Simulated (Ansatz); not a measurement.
Consider ZnS in the wurtzite structure (space group P6_3mc, No. 186).

```yaml
crystal:
  lattice:
    - [3.73826, 0.00000, 0.00000]
    - [-1.86913, 3.23743, 0.00000]
    - [0.00000, 0.00000, 6.14288]
  atoms:
    - { symbol: Zn, position: [0.33333, 0.66667, 0.00059] }
    - { symbol: Zn, position: [0.66667, 0.33333, 0.50059] }
    - { symbol: S, position: [0.33333, 0.66667, 0.37441] }
    - { symbol: S, position: [0.66667, 0.33333, 0.87441] }
```

Cartesian axes are those of the cell as printed.

All numbers come from LDA (Ansatz, a first-principles code), no spin-orbit coupling.

Base values:

The valence-band top at Γ is 0.00, 0.00, -0.10 eV and the electron mass comes out as 0.15 mₑ along c, 0.18 mₑ across (at Γ).

Modification: compressive biaxial strain of 0.60 % in the plane normal to [001], as in epitaxy on a mismatched substrate; the out-of-plane cell vector and the atoms relax.

Q: What happens to the valence-band top at Γ and electron mass?

A: The valence-band top at Γ (three highest levels, from the VBM) changes from 0.00, 0.00, -0.10 eV to 0.00, 0.00, -0.16 eV; the electron mass goes from 0.15 mₑ along c, 0.18 mₑ across (at Γ) to 0.15 mₑ out of plane, 0.18 mₑ in plane (at Γ).

The levels and masses belong to the bands next to the band gap. Masses are band curvatures over ±0.01 Å⁻¹ around the edge. Stability against distortions was not tested.
